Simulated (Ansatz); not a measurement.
# A computed series for SiC: response to strain

Consider SiC in the wurtzite structure (space group P6_3mc, No. 186; a = 3.076 Å, c = 5.048 Å). Axes: x lies along a and z along c of the hexagonal cell.

Strains are applied to the cell and any free atomic positions relax; under biaxial strain the out-of-plane vector relaxes too; under stress the whole cell relaxes.

Levels (all Ansatz, a quantum-chemistry and plane-wave program, PAW, earlier PAW set): PBEsol (420 eV, no spin-orbit coupling); r2SCAN (500 eV, spin-orbit coupling left out); HSE06 (420 eV, no spin-orbit coupling); PBEsol+SOC (420 eV, spin-orbit coupling included).

Band gaps by level, all at the geometries relaxed with PBEsol:

```json
[
 {"case": "base", "PBEsol": "2.13 eV", "r2SCAN": "2.65 eV", "HSE06": "3.16 eV", "PBEsol+SOC": "2.12 eV"},
 {"case": "biaxial strain +0.85 %, plane normal [001], relaxed out of plane", "PBEsol": "2.23 eV", "r2SCAN": "2.75 eV", "HSE06": "3.26 eV", "PBEsol+SOC": "2.22 eV"},
 {"case": "isotropic strain −0.79 %", "PBEsol": "2.08 eV", "r2SCAN": "2.62 eV", "HSE06": "3.13 eV", "PBEsol+SOC": "2.08 eV"},
 {"case": "uniaxial strain ε_yy = −1.68 %", "PBEsol": "1.95 eV", "r2SCAN": "2.48 eV", "HSE06": "2.99 eV", "PBEsol+SOC": "1.95 eV"},
 {"case": "uniaxial stress, 2 GPa compression along x", "PBEsol": "2.08 eV", "r2SCAN": "2.61 eV", "HSE06": "3.12 eV", "PBEsol+SOC": "2.08 eV"},
 {"case": "strain tensor (xx, yy, zz, yz, xz, xy) = (+0.26, −1.81, +0.34, +0.62, +0.29, −0.75) %", "PBEsol": "1.89 eV", "r2SCAN": "2.41 eV", "HSE06": "2.93 eV", "PBEsol+SOC": "1.89 eV"}
]
```

Single points use the geometry relaxed with PBEsol. HSE06 was sampled on its mesh, a few special points and the semilocal edge points, so its gap is an upper bound. Differences between runs with and without spin-orbit coupling are approximate. Stability under load was not tested beyond the relaxation.
